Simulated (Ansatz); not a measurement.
WSi2 (model structure, started from the fluorite type, Fm-3m, No. 225, 3 atoms in the cell) was calculated with r²SCAN+rVV10 (plane waves, PAW; Ansatz, a first-principles code).

From the output:

```
WARN output.stress: scf.convergence.dr2_threshold = 1e-7 eV (the SCF's general default) is looser than the 3e-10 eV advised for a printed stress (1e-10 eV for …
Relaxation: its limit of steps is 80 (relax.max_steps)
Crystal: 3 atoms, lattice volume = 48.828 Å³
Basis set: ecut = 560 eV, 1459 PW (Γ), exchange–correlation on 96×96×96 points (27 copies of the dense FFT grid, shifted against one another)
Bands: 15, of which v1, the nominal top of the filled ones, is band 11 counted from 1 (10 counted from 0)
Symmetry: 48 space group operations
Space group: Fm-3m (ITA 225), of the structure as read, at distance tolerance 3.7e-5 Å
k-points: 145 of 4096
Functional: x = r2scan, c = r2scan + rvv10(b = 11.95, C = 0.0093); τ floored in thin density (d = 2e-4 eV/Å³)
SCF iter   1: F=—  HF=-11669.901088 eV  |F-HF|=—  |Δ(HF+E_count)|=         —  Δρ=1.59e-2  dr2=2.43e-1  dr2_τ=8.60e-2
SCF iter   2: F=—  HF=-11669.900730 eV  |F-HF|=—  |Δ(HF+E_count)|=   3.58e-4  Δρ=5.14e-3  dr2=9.11e-3  dr2_τ=7.02e-3
  ...
SCF 1 converged in 7 iterations: F = -11669.903502 eV  dr2 = 5.32e-8
relax step   1: F+E_penalty+E_count = -11669.90350151 eV  Δ(F+E_penalty+E_count) = +0.000e0 eV  max|allowed force component| = 7.401e-17 eV/Å  Δτ_max = 0.0000 Å  (7 SCF iters, accepted)
Crystal: 3 atoms, lattice volume = 48.828 Å³
Initial density: handed on by an earlier stage of this run
SCF iter   1: F=—  HF=-11669.903502 eV  |F-HF|=—  |Δ(HF+E_count)|=         —  Δρ=1.02e-5  dr2=5.31e-8  dr2_τ=1.05e-9
SCF iter   2: F=-11669.903502 eV  HF=-11669.903502 eV  |F-HF|=8.46e-9  |Δ(HF+E_count)|=   9.88e-9  Δρ=6.41e-6  dr2=1.58e-8  dr2_τ=1.12e-9
SCF 2 converged in 2 iterations: F = -11669.903502 eV  dr2 = 1.58e-8
SCF converged after 2 iterations
Free energy (F): -11669.903502 eV
Internal energy: -11669.887274 eV  (E = F + TS)
E sigma→0 (E₀):  -11669.895388 eV
Fermi energy:    12.955992 eV
--- Forces (eV/Å), atoms counted from 1 ---
  atom   1  W     -0.00000000     0.00000000    -0.00000000
  atom   2  Si     0.00000000     0.00000000    -0.00000000
  atom   3  Si    -0.00000000    -0.00000000    -0.00000000
--- Stress (GPa, compression-positive) ---
        3.137299       0.000000       0.000000
        0.000000       3.137299       0.000000
        0.000000       0.000000       3.137299
  P = ⅓ Tr σ = 3.1373 GPa (31.373 kbar)
```

Q: Write an input file that could have produced this run (the log leaves some choices open).

A: This is not unique; one that fits is 
Ansatz 0.2 input:
```yaml
crystal:
  lattice:
    - [0.0, 2.9009977465, 2.9009977465]
    - [2.9009977465, 0.0, 2.9009977465]
    - [2.9009977465, 2.9009977465, 0.0]
  atoms:
    - { symbol: W, position: [0.0, 0.0, 0.0] }
    - { symbol: Si, position: [0.25, 0.25, 0.25] }
    - { symbol: Si, position: [0.75, 0.75, 0.75] }
basis:
  ecutwfc: 560
  ecutrho_ratio: 4
  xc_grid: 3
kpoints:
  mp_grid: { grid: [16, 16, 16] }
hamiltonian:
  xc: r2scan
  dispersion: rvv10
  pseudopotentials: { kind: paw }
scf:
  occupations: { method: fermi_dirac, width: 0.05 }
output:
  forces: true
  stress: true
  eigenvalues: true
relax:
  f_tol: 0.004
  escape_saddle: false
  max_steps: 80
```

The cell is one volume of an energy–volume scan, off the minimum.

The PAW data were made under PBE.

Note: the relaxation could raise the start's symmetry but not lower it, so the cell can be a saddle point.

A model structure was made by putting elements into a prototype or built by hand; it is no filed structure, need not be a known phase, and can be a saddle point held by its symmetry.
